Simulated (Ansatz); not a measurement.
Start from ZrSe₂ in the CdI2 type structure (space group P-3m1, No. 164; a = 3.735 Å, c = 6.032 Å; layered, stacked along the Cartesian z axis). Axes: x lies along a and z along c of the hexagonal cell.

Calculations: PBE-D3(BJ), PAW, 420 eV (Ansatz, a program for electronic structure; scalar-relativistic without spin-orbit coupling).

Base values:

Pressure: 0.0 GPa
Volume per atom: 24.29 Å³

Now apply this change: biaxial strain −2.46 %, plane normal [001], relaxed out of plane (Cartesian); in-plane vectors clamped, the third vector and the atoms free.

**Question.** How does this affect the pressure and volume per atom?

**Answer.** The pressure (mean of the normal stresses, compression positive) goes from zero to 2.2 GPa; the volume per atom decreases by 0.965 Å³ (24.29 Å³ → 23.33 Å³).

No phonon test of stability was made. The final runs are not spin-polarised. Gaps under 0.05 eV, about the width of the smearing, are given as zero.
